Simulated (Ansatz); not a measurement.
The starting structures come from a database of crystals and need not be the phases stable at ambient conditions.

The decay constant κ of evanescent states in the gap governs leakage through a thin film.

Given:

```
CELL_PARAMETERS angstrom
      6.07435     0.00000     0.00000
      0.00000     6.07435     0.00000
      0.00000     0.00000     6.07435
ATOMIC_POSITIONS crystal
  Sb 0.62215 0.62215 0.37785
  Sb 0.87785 0.37785 0.87785
  Sb 0.12215 0.87785 0.62215
  Sb 0.37785 0.12215 0.12215
  Ir 0.01175 0.48825 0.48825
  Ir 0.48825 0.51175 0.98825
  Ir 0.51175 0.01175 0.51175
  Ir 0.98825 0.98825 0.01175
  S  0.61656 0.88344 0.88344
  S  0.88344 0.11656 0.38344
  S  0.11656 0.61656 0.11656
  S  0.38344 0.38344 0.61656
```

Space group of this cell: P2_13. The cell is taken as given; by PBEsol its mean pressure is -3.3 GPa.

Transport runs along the normal of the first two printed cell vectors, the (001) plane of the conventional cell.

No gap correction and no spin-orbit coupling; mid-gap values are interpolated between computed energies.

Question: Predict the band gap and the smallest decay constant κ at mid-gap from PBEsol run with Ansatz (an electronic-structure program).

Answer: Gap 1.47 eV on a 6×6×6 mesh; κ = 0.197 1/Å, at (0.000, 0.333) of the in-plane reciprocal vectors. At the zone centre, at the nearest computed energy, the slowest state has κ = 0.23 1/Å.
